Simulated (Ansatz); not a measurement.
Defect migration in silicon: N-vacancy pair (N on one host Si site, one Si site vacant), charge state -1. The step: a nearby Si atom hops onto the vacant site (N-vacancy distance between ideal sites 2.37 → 3.87 Å) (strongly reconstructed ends); the atom moves 2.50 Å along (0.07, -0.31, -0.32) of the unit cell; at the end one Si stands off the lattice site; the moving atom starts with neighbours Si at 2.35, Si at 2.37, Si at 2.45, Si at 2.89 Å and ends with N at 1.84 Å. A PBE band in Ansatz (plane-wave PAW, one k-point at (0.250, 0.250, 0.250), 216 host sites, 79 SCF runs with any check of the saddle's order, static, no finite-size correction) gives a forward barrier of 1.78 eV. The check of the saddle point's order was inconclusive. The charge state is imposed; whether it is stable for some Fermi level was not computed. Forms of the defect that were not tried may lie lower.

Single points at the band's start and saddle point can refine it. Rough cost of one point, in units of the band's mean SCF on the same machine:

```
Level                                                   Cost of one point
------------------------------------------------------  -----------------
PBE, a 2×2×2 k-point mesh shifted by half a step                  about 4
r2SCAN at 500 eV, one k-point at (0.250, 0.250, 0.250)            under 2
```

Which of these move the barrier by more than 0.1 eV, and how far does each move it?

PBE, a 2×2×2 k-point mesh shifted by half a step: +0.01 eV; r2SCAN at 500 eV, one k-point at (0.250, 0.250, 0.250): +0.30 eV. Each functional is compared with PBE at the same k-points.

Ansatz is a first-principles code.
